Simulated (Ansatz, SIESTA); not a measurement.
## Code comparison for NbPd₂ (P1, 3 atoms in the cell)

Self-consistent single point, at a second geometry (atoms moved at random). First geometry:

```yaml
crystal:
  lattice:
    - [-1.42839, 1.98728, 4.25254]
    - [1.42839, -1.98728, 4.25254]
    - [1.42839, 1.98728, -4.25254]
  atoms:
    - { symbol: Nb, position: [0.00000, 0.00000, 0.00000] }
    - { symbol: Pd, position: [0.66658, 0.66658, 0.00000] }
    - { symbol: Pd, position: [0.33342, 0.33342, 0.00000] }
```

Second geometry:
```xyz
3
Lattice="-1.4284 1.9873 4.2525 1.4284 -1.9873 4.2525 1.4284 1.9873 -4.2525" Properties=species:S:1:pos:R:3 pbc="T T T"
Nb    -0.0253    -0.0019     0.0156
Pd     0.0436     0.0012     5.6912
Pd    -0.0183     0.0006     2.7982
```

Shared settings, as Ansatz (a program for electronic structure) writes them: kpoints.mp_grid.grid = 9 9 9; scf.occupations.method = gaussian; scf.occupations.width = 0.0037 Ry. Potentials and cutoffs stand in the table.

```tsv
code	model	ΔF from the first geometry (meV/atom)	pressure (GPa)	largest force (eV/Å)	cutoff
Ansatz	PBEsol, PAW files made with PBE	9.1	-10.34	0.550	default
SIESTA	GGA PBEsol, numerical atomic orbitals TZP, PseudoDojo PBEsol standard norm-conserving potentials (rewritten from UPF to PSML)	9.3	-12.29	0.565	grid 400 Ry
```

Size of the force on each atom (eV/Å): Sizes of forces hide their directions.

```tsv
code	Nb1	Pd2	Pd3
Ansatz	0.217	0.466	0.550
SIESTA	0.239	0.469	0.565
```

On Ansatz's run: spin polarisation is off.

The spread over the programs that give each value: ΔF from the first geometry within 0.2 meV/atom; pressure within 1.95 GPa; largest force within 0.015 eV/Å.

SIESTA uses small atom-centred bases, whose incompleteness enters pressures, forces and empty levels differently from a plane-wave cutoff. Ansatz's pressure is given at a fixed set of plane waves, as the other plane-wave codes print theirs.

The starting cell comes from a database of computed structures (which also holds hypothetical and non-ambient phases and stackings), without a prior relaxation at this level. Its lattice was rescaled by a random factor within 2.5 % of one. For this run, on top of that: atoms moved at random.

Keys are those of Ansatz 0.2.
